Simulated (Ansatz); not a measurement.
Take HfS₂ in the rutile structure (space group P4_2/mnm, No. 136; a = 6.024 Å, c = 3.652 Å; a hypothetical phase, not in the database extracts checked) as the base.

One thing is altered: a negative pressure, −1 GPa.

Levels (all Ansatz, a program for electronic structure, PAW, earlier PAW set): PBEsol (420 eV, no spin-orbit coupling); PBEsol+SOC (600 eV, noncollinear with spin-orbit coupling).

The geometry is relaxed with PBEsol.

* **PBEsol lowest conduction level above the VBM at special points**: Γ 0.29 eV; M 0.56 eV; R 0.90 eV; X 1.23 eV
* **PBEsol smallest direct gap**: 0.31 eV
* **PBEsol gap character**: indirect, M–Γ (89 % along) → Γ
* **PBEsol width of the top valence band**: 1.75 eV

Q: What does PBEsol+SOC give at this geometry for the lowest conduction level above the VBM at special points, smallest direct gap, gap character and width of the top valence band?

A: The lowest conduction level above the VBM at special points becomes Γ 0.29 eV; M 0.56 eV; R 0.88 eV; X 1.23 eV (PBEsol: Γ 0.29 eV; M 0.56 eV; R 0.90 eV; X 1.23 eV); the smallest direct gap remains 0.31 eV; the gap character is still indirect, M–Γ (89 % along) → Γ; the width of the top valence band stays 1.75 eV.

Single points use the geometry relaxed with PBEsol. Their cutoffs differ, which shifts pressures a little. The spin-orbit shifts are approximate. Spin-orbit coupling, missing from the scalar runs, can matter with Hf. Load acts through the strain it causes; cell and atoms are relaxed under it. No phonon test of stability was made. The zero or small gap of HfS2 can change with the level of theory.
